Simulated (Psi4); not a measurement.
Psi4 1.11, PBE0/def2-svp: W(NH)(NMe)(OH)(OMe) (C[N]=[W](=[NH])([OH])[O]C), 15 atoms. The geometry is a generated start, not checked to be a minimum at this level.

```json
{
  "task": "energy",
  "method": "pbe0",
  "basis": "def2-svp",
  "memory": "3 GB",
  "maxiter": "100",
  "keys_of_the_molecule_block": "symmetry c1",
  "scf_type": "df (default)",
  "guess": "auto, which took SAD (default)",
  "scf_initial_accelerator": "adiis (default)",
  "e_convergence": "1e-06 (default)",
  "d_convergence": "1e-06 (default)",
  "dft_radial_points": "75 (default)",
  "dft_spherical_points": "302 (default)",
  "effective_core_potentials": "those of the basis set, past Kr",
  "basis_functions": "156",
  "grid_points": "323345"
}
```

```xyz
15

W     -0.6477     0.0738     0.6662
N     -1.1861    -1.5946     1.0288
H     -1.5364    -2.5546     1.0408
N     -0.7424     0.3437    -1.1057
C     -0.9079     0.1962    -2.5135
H     -1.8138     0.7132    -2.8554
H     -0.0567     0.6258    -3.0579
H     -0.9949    -0.8641    -2.7917
O     -1.7622     1.3633     1.5657
H     -2.5773     1.8611     1.6784
O      1.1395     0.2801     1.2219
C      2.4955    -0.0447     1.2696
H      2.6268    -1.1286     1.1244
H      3.0477     0.4925     0.4811
H      2.9159     0.2369     2.2473
```

Charge 0 and multiplicity 1 are set for this test and not shown to be the ground state.

One run each on 2 threads. Values of diis_max_vecs tried: 3, 6, 10 (default), 20.

### Question
Which value of diis_max_vecs needs the fewest SCF iterations, and what happens away from it?

### Answer
Fewest SCF iterations, within one of each other: 10 (default) with 12, 20 with 12. The count rises to 38 at 3. All converge to one solution.

| diis_max_vecs | SCF iterations | end |
|---|---|---|
| 3 | 38 | same solution |
| 6 | 14 | same solution |
| 10 (default) | 12 | same solution |
| 20 | 12 | same solution |
